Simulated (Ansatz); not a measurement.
**Ru, pressure series**

Base system: Ru in the hcp (Mg type) structure (space group P6_3/mmc, No. 194; a = 2.692 Å, c = 4.246 Å).

Cell and atoms are relaxed at each pressure.

The values are results of PBEsol in Ansatz (plane waves to 420 eV, PAW, spin-orbit coupling left out), not measurements.

```json
[
 {"pressure (GPa)": "-2", "volume per atom (Å³/atom)": "13.400"},
 {"pressure (GPa)": "0", "volume per atom (Å³/atom)": "13.322"},
 {"pressure (GPa)": "0.9", "volume per atom (Å³/atom)": "13.287"},
 {"pressure (GPa)": "2.1", "volume per atom (Å³/atom)": "13.243"},
 {"pressure (GPa)": "4.5", "volume per atom (Å³/atom)": "13.155"},
 {"pressure (GPa)": "9", "volume per atom (Å³/atom)": "12.999"},
 {"pressure (GPa)": "15", "volume per atom (Å³/atom)": "12.807"},
 {"pressure (GPa)": "22.5", "volume per atom (Å³/atom)": "?"},
 {"pressure (GPa)": "30", "volume per atom (Å³/atom)": "12.387"}
]
```

Q: Fit the third-order Birch–Murnaghan form P(V) = (3B₀/2)[(V₀/V)^(7/3) − (V₀/V)^(5/3)]·[1 + (3/4)(B₀′ − 4)((V₀/V)^(2/3) − 1)] (squares taken in P) to the rows shown and predict the withheld row.

A: Least squares on the printed values gives V₀ = 13.322 Å³/atom, B₀ = 346 GPa, B₀′ = 4.8; this predicts 12.587 Å³/atom, and the run gives 12.587 Å³/atom, in agreement.

Load acts through the strain it causes; cell and atoms are relaxed under it. Whether these cells are dynamically stable was not tested. No other phases were tried under pressure. All final runs are without spin polarisation.

Ansatz is a quantum-chemistry and plane-wave program.
